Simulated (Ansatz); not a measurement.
# Hypothetical fluorite ZrS2: S → P

Take ZrS$_{2}$ in the fluorite structure (space group Fm-3m, No. 225; a = 6.263 Å; a hypothetical phase, not in the database extracts checked) as the base.

It is then changed as follows: every S is replaced by P, then cell and atoms are relaxed.

Method: Ansatz (an electronic-structure program), PBE, PAW, cutoff 420 eV, no spin-orbit coupling, earlier PAW set. Settings: 13×13×13 k-points, 0.05 eV Fermi–Dirac smearing.

The volume per atom shrinks by 0.11 Å³ to 20.37 Å³ and the density shrinks by 0.04 g/cm³ to 4.16 g/cm³. The lattice parameter a decreases by 0.011 Å to 6.252 Å and the space group remains Fm-3m (No. 225). The band gap stays zero.

Final structure:

```yaml
crystal:
  lattice:
    - [0.00000, 3.12604, 3.12604]
    - [3.12604, 0.00000, 3.12604]
    - [3.12604, 3.12604, 0.00000]
  atoms:
    - { symbol: Zr, position: [0.00000, 0.00000, 0.00000] }
    - { symbol: P, position: [0.25000, 0.25000, 0.25000] }
    - { symbol: P, position: [0.75000, 0.75000, 0.75000] }
```

Cost of the whole job for the changed cell (relaxation, final SCF and bands): very roughly 20 core-seconds.

Whether these cells are dynamically stable was not tested. As relaxed here, ZrP2 is a hypothetical phase, not in the database extracts checked. All final runs are without spin polarisation. ZrP2 has a high density of states at the Fermi level and may be magnetic at this level. The zero or small gap of ZrS2 can change with the level of theory.
